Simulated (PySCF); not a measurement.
PySCF 2.14.0, unrestricted B3LYP/def2-svp, df: Si(H)3(Cl) anion ([SiH3]Cl), charge -1, multiplicity 2, 5 atoms. The geometry is a generated start, not checked to be a minimum at this level.

```
Item                           Value
-------------------  ---------------
task                          energy
method                         b3lyp
basis                       def2-svp
two-electron scheme  density fitting
mol.max_memory               3000 MB
mf.max_cycle                     100
mf.DIIS              CDIIS (default)
mf.conv_tol          1e-09 (default)
mf.grids.level           3 (default)
basis functions                   51
grid points                    67488
```

```xyz
5

Si    -0.1309    -0.0034    -0.0072
Cl     1.8770     0.0530     0.0700
H     -0.5189    -0.9854    -1.0131
H     -0.6064     1.3280    -0.3602
H     -0.6208    -0.3922     1.3105
```

Charge -1 and multiplicity 2 are set for this test and not shown to be the ground state.

With the defaults (mf.diis = true, mf.diis_damp = 0, mf.damp = 0, mf.diis_start_cycle = 1, mf.diis_space = 8, mf.init_guess = minao) it converges in 12 Fock builds. One run each on 2 threads, 1 BLAS thread, with these changes:
- mf.diis = false, mf.damp = 0.7, mf.diis_start_cycle = 999
- mf.diis_space = 20
- mf.damp = 0.3, mf.diis_start_cycle = 4
- mf.diis_damp = 0.3
- mf.init_guess = 1e
- mf.diis_space = 3
- mf.init_guess = sap
- mf.diis = false
- mf.diis_space = 5

Problem. Which runs fail or end elsewhere than the default run?

Solution. No convergence: mf.diis = false (the run ends without SCF convergence in 100 cycles). The rest reach the solution of the defaults.

| setting | Fock builds | end |
|---|---|---|
| the defaults | 12 | same solution |
| mf.diis_space = 20 | 12 | same solution |
| mf.diis_damp = 0.3 | 13 | same solution |
| mf.damp = 0.3, mf.diis_start_cycle = 4 | 13 | same solution |
| mf.init_guess = sap | 13 | same solution |
| mf.diis_space = 5 | 13 | same solution |
| mf.diis_space = 3 | 15 | same solution |
| mf.init_guess = 1e | 16 | same solution |
| mf.diis = false, mf.damp = 0.7, mf.diis_start_cycle = 999 | 38 | same solution |
| mf.diis = false | 101 | no convergence |
